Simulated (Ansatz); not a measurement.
GaP under a change: pressure −1 GPa

Consider GaP in the zinc blende structure (space group F-43m, No. 216; a = 5.506 Å).

Perturbation: hydrostatic tension (pressure −1 GPa).

The values are results of plane-wave PAW DFT at the PBE level (Ansatz, a program for electronic structure, 420 eV), without spin-orbit coupling, not measurements. Γ-centred 10×10×10 mesh, Fermi–Dirac width 0.05 eV.

Volume per atom: 21.15 Å³ (base 20.87 Å³)
Density: 3.95 g/cm³ (base 4.01 g/cm³)
Lattice parameter a: 5.531 Å (base 5.506 Å)
Shortest interatomic distance: 2.395 Å (base 2.384 Å)
Enthalpy H = E + PV relative to the base's energy: -0.13 eV/atom
Band gap: 1.47 eV (base 1.58 eV)
Gap character: direct at Γ (base direct at Γ)
Width of the top valence band: 3.21 eV (base 3.27 eV)
Electron mass: 0.095 mₑ (at Γ) (base 0.10 mₑ (at Γ))
Hole mass (degenerate bands, along [100]): 0.092, 0.40, 0.40 mₑ (at Γ) (base 0.098, 0.40, 0.40 mₑ (at Γ))
Valley order (the lowest conduction-band minima on the path, energy above the VBM, named in the base's zone): Γ 1.47 eV; L along ⟨111⟩ 1.54 eV; a point along ⟨100⟩, about 1.0 Å⁻¹ from Γ 1.67 eV (base Γ 1.58 eV; L along ⟨111⟩ 1.58 eV; a point along ⟨100⟩, about 1.0 Å⁻¹ from Γ 1.64 eV)

Load acts through the strain it causes; cell and atoms are relaxed under it. Masses are band curvatures over ±0.01 Å⁻¹ around the edge. No phonon test of stability was made. The real GaP has an indirect gap at ambient pressure; PBE orders its close-lying valleys differently.
